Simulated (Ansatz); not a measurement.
**A computed series for BN: response to strain**

Consider BN (space group P6_3/mmc, No. 194; a = 2.500 Å, c = 6.412 Å; layered, stacked along the Cartesian z axis). Axes: x lies along a and z along c of the hexagonal cell.

Strains are applied to the cell and any free atomic positions relax.

Computed with plane-wave PAW DFT at the PBEsol-D3(BJ) level (Ansatz, a first-principles code, 420 eV), no spin-orbit coupling.

Notes on the quantities. pressure: mean of the normal stresses, compression positive.

```csv
change,band gap,volume per atom,smallest direct gap,pressure
base,4.08 eV,8.68 Å³,4.49 eV,0.0 kbar
uniaxial strain ε_zz = +0.60 %,4.09 eV,8.73 Å³,4.51 eV,-0.7 kbar
uniaxial strain ε_zz = +1.20 %,___,8.78 Å³,___,___
uniaxial strain ε_zz = +1.80 %,4.12 eV,8.84 Å³,4.56 eV,-1.9 kbar
uniaxial strain ε_zz = +2.40 %,4.13 eV,8.89 Å³,4.58 eV,-2.4 kbar
uniaxial strain ε_zz = +3.00 %,4.14 eV,8.94 Å³,4.59 eV,-2.9 kbar
```

Q: Some entries are withheld; estimate them.

A: 
- uniaxial strain ε_zz = +1.20 %, band gap: 4.11 eV
- uniaxial strain ε_zz = +1.20 %, smallest direct gap: 4.53 eV
- uniaxial strain ε_zz = +1.20 %, pressure: -1.4 kbar

Whether these cells are dynamically stable was not tested.
